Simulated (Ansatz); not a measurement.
zinc-blende ZnS (1 1 0) on cubic SrTiO3 (1 1 0) (film strained to the substrate, started from cuts of the bulks and a machine-learned relaxation; metallic at this level, with no gap by band count; slabs Sr5Ti5O13 and S6Zn6, which can lie off the formulas)

A periodic stack without vacuum, zinc-blende ZnS (1 1 0) on cubic SrTiO3 (1 1 0) (film strained to the substrate, started from cuts of the bulks and a machine-learned relaxation; metallic at this level, with no gap by band count; slabs Sr5Ti5O13 and S6Zn6, which can lie off the formulas): substrate slab Sr5Ti5O13, film S6Zn6, surface cells [[0, 1], [-1, 0]] and [[1, 0], [0, 1]], film strained by +2.3 and +2.3 %, outermost planes OSrTi/OSrTi and SZn/SZn as cut, which need not be the usual terminations and can put a slab off its formula.

The start was prepared with a machine-learned potential, and the result is one local minimum, with the in-plane cell held and forces under 0.04 eV/Å; the film can end far from its bulk form.

All values below come from PBE (plane waves to 420 eV, PAW; Ansatz, a first-principles code). Spin–orbit coupling is left out; the runs are not spin-polarised; PBE gaps are too small against experiment. Its k-point mesh 4×6×1, Fermi–Dirac width 0.05 eV.

- interface area = 21.9 Å²
- period = 25.14 Å
- heights between the nearest atoms of the two slabs at the two interfaces = 2.07 and 1.69 Å
- S–Sr contacts across the interfaces within 1.22 times the sum of covalent radii = 4, mean 3.15 Å
- Sr–Zn contacts across the interfaces within 1.22 times the sum of covalent radii = 3, mean 3.33 Å
- Ti–Zn contacts across the interfaces within 1.22 times the sum of covalent radii = 3, mean 3.04 Å
- S–Ti contacts across the interfaces within 1.22 times the sum of covalent radii = 2, mean 2.77 Å

```yaml
crystal:
  lattice:
    - [5.56732, -0.00031, -0.04369]
    - [0.00001, 3.93682, -0.01748]
    - [1.19352, -1.43088, 25.13655]
  atoms:
    - { symbol: Sr, position: [0.11520, 0.00842, 0.05261] }
    - { symbol: Ti, position: [0.61888, 0.50554, 0.04512] }
    - { symbol: O, position: [0.64522, 0.99772, 0.02563] }
    - { symbol: Sr, position: [0.59743, 0.05242, 0.16489] }
    - { symbol: Ti, position: [0.10039, 0.54970, 0.15794] }
    - { symbol: O, position: [0.86658, 0.52359, 0.09124] }
    - { symbol: O, position: [0.36250, 0.52436, 0.09308] }
    - { symbol: O, position: [0.10302, 0.04742, 0.15222] }
    - { symbol: Sr, position: [0.08009, 0.09348, 0.27079] }
    - { symbol: Ti, position: [0.57972, 0.59295, 0.26893] }
    - { symbol: O, position: [0.34045, 0.56999, 0.20974] }
    - { symbol: O, position: [0.83733, 0.56949, 0.20843] }
    - { symbol: O, position: [0.58183, 0.09224, 0.26658] }
    - { symbol: Sr, position: [0.55883, 0.12948, 0.37874] }
    - { symbol: Ti, position: [0.06036, 0.63403, 0.37817] }
    - { symbol: O, position: [0.82107, 0.61499, 0.32313] }
    - { symbol: O, position: [0.32125, 0.61522, 0.32300] }
    - { symbol: O, position: [0.06127, 0.13751, 0.37840] }
    - { symbol: Sr, position: [0.03560, 0.16803, 0.48607] }
    - { symbol: Ti, position: [0.53983, 0.65533, 0.48712] }
    - { symbol: O, position: [0.30180, 0.66256, 0.43590] }
    - { symbol: O, position: [0.81307, 0.66647, 0.43748] }
    - { symbol: O, position: [0.53354, 0.18581, 0.48754] }
    - { symbol: S, position: [0.81344, 0.73337, 0.56973] }
    - { symbol: S, position: [0.35405, 0.34696, 0.65402] }
    - { symbol: S, position: [0.84325, 0.88190, 0.72804] }
    - { symbol: S, position: [0.32717, 0.41121, 0.80472] }
    - { symbol: S, position: [0.81679, 0.94016, 0.87866] }
    - { symbol: S, position: [0.28682, 0.47117, 0.95856] }
    - { symbol: Zn, position: [0.61097, 0.84683, 0.65044] }
    - { symbol: Zn, position: [0.24549, 0.67325, 0.57694] }
    - { symbol: Zn, position: [0.56946, 0.90954, 0.80059] }
    - { symbol: Zn, position: [0.08611, 0.38102, 0.72617] }
    - { symbol: Zn, position: [0.53643, 0.96659, 0.94741] }
    - { symbol: Zn, position: [0.05797, 0.43992, 0.87800] }
```
